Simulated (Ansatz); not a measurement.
Short convergence ladders for LiF (Fm-3m, 2 atoms in the cell)

```xyz
2
Lattice="0.0000 2.0210 2.0210 2.0210 0.0000 2.0210 2.0210 2.0210 0.0000" Properties=species:S:1:pos:R:3 pbc="T T T"
Li     0.0000     0.0000     0.0000
F      2.0210     2.0210     2.0210
```

Base method: PBE (plane waves, PAW; Ansatz, an electronic-structure program).

Base settings: basis.ecutwfc = 30.9 Ry; kpoints.mp_grid.grid = 10 10 10; hamiltonian.xc = pbe; hamiltonian.pseudopotentials = {kind: paw} (the program's default PAW files); scf.occupations.method = fermi_dirac; scf.occupations.width = 0.0037 Ry.

**Zone-centre phonons against the cutoff**

In this ladder: scf.occupations.method = fixed; scf.occupations.width = default; phonons.method = dfpt; phonons.dielectric = true; phonons.rigid_motions = translations.

The mesh stays at the base's, so the ladder's end is converged at best in this setting alone.

Frequencies are those of the unrelaxed cell, without the LO-TO term of polar crystals.

Only quantities that move along the ladder and can be compared are tabulated.

ε∞ and Born charges come from denser meshes that the program picks itself.

```tsv
basis.ecutwfc	highest zone-centre frequency (cm⁻¹)	largest Born charge (mean of the diagonal) (e)
15.4 Ry	309.2	1.073
18.4 Ry	207.5	1.056
21.7 Ry	247.3	1.051
26.1 Ry	282.1	1.052
30.9 Ry	282.1	1.052
37.1 Ry	282.3	1.052
46.3 Ry	282.7	1.052
```

Coarsest basis.ecutwfc that holds the highest zone-centre frequency within 2 cm⁻¹ of the last step, with all finer ones: 26.1 Ry; the step before is off by 35 cm⁻¹.

Coarsest basis.ecutwfc that holds the largest Born charge (mean of the diagonal) within 0.005 e of the last step, with all finer ones: 18.4 Ry; the step before is off by 0.021 e.

**The q mesh of the phonons**

In this ladder: kpoints.mp_grid.grid = 12 12 12; scf.occupations.method = fixed; scf.occupations.width = default; phonons.method = dfpt; phonons.dielectric = true; phonons.rigid_motions = translations.

Only quantities that move along the ladder and can be compared are tabulated.

Thermal sums run over frequencies interpolated from this q mesh.

| phonons.qmesh | zero-point energy (meV/atom) | vibrational free energy at 300 K (meV/atom) |
|---|---|---|
| 1 1 1 | 46.05 | 20.27 |
| 2 2 2 | 58.58 | 35.29 |
| 3 3 3 | 58.46 | 35.04 |
| 4 4 4 | 58.48 | 35.17 |
| 6 6 6 | 58.47 | 35.16 |

Coarsest phonons.qmesh that holds the zero-point energy within 1 meV/atom of the last step, with all finer ones: 2 2 2; the step before is off by 12 meV/atom.

Coarsest phonons.qmesh that holds the vibrational free energy at 300 K within 1 meV/atom of the last step, with all finer ones: 2 2 2; the step before is off by 15 meV/atom.

On the base run: the starting cell has typed, rounded lattice constants, without a prior relaxation at this level. Its lattice was rescaled by up to half a per cent.

Keys are those of Ansatz 0.2.
